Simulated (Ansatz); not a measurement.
The reference is Al₂Pt (space group Fm-3m, No. 225; a = 5.946 Å).

Calculations: PBE/PAW in Ansatz (a program for electronic structure), scalar-relativistic without spin-orbit coupling.

One change was made to it. Results:

The shortest interatomic distance falls by 0.006 Å (2.575 Å → 2.569 Å); the density rises by 0.05 g/cm³, from 7.87 g/cm³ to 7.92 g/cm³.

What was done to the base?
(A) pressure −1 GPa
(B) pressure 0.9 GPa
(C) pressure 2.1 GPa
(D) pressure −2 GPa
(E) pressure 15 GPa

B, pressure 0.9 GPa. For comparison, the density in the other runs: pressure 2.1 GPa gives 7.99 g/cm³; pressure 15 GPa gives 8.65 g/cm³; pressure −2 GPa gives 7.74 g/cm³; pressure −1 GPa gives 7.81 g/cm³.

Load acts through the strain it causes; cell and atoms are relaxed under it. No phonon test of stability was made. Competing high-pressure phases were not computed. All final runs are without spin polarisation.
